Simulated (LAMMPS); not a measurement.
Atomistic model of a symmetric tilt boundary about [111] in Si (diamond structure), boundary plane (5-72) of one grain on (7-5-2) of the other.

Level of theory: classical force field (static), pair style meam, file AlSiMgCuFe.meam, run in LAMMPS.

* **boundary energy (lowest found)**: 1.14 J/m²
* **excess volume**: 0.27 Å
* **Σ**: 39
* **rotation about the axis**: 32.20 °
* **disorientation (full cubic symmetry)**: 32.20 °
* **largest excess energy of an atom**: 0.52 eV
* **lattice constant at 0 K**: 5.431 Å
* **cost**: around 9 core-minutes (rough)

Potential: file AlSiMgCuFe.meam of the LAMMPS distribution; its header cites Jelinek, Groh, Horstemeyer, Houze, Kim, Wagner, Moitra and Baskes, Phys Rev B, 85, 245102 (2012).
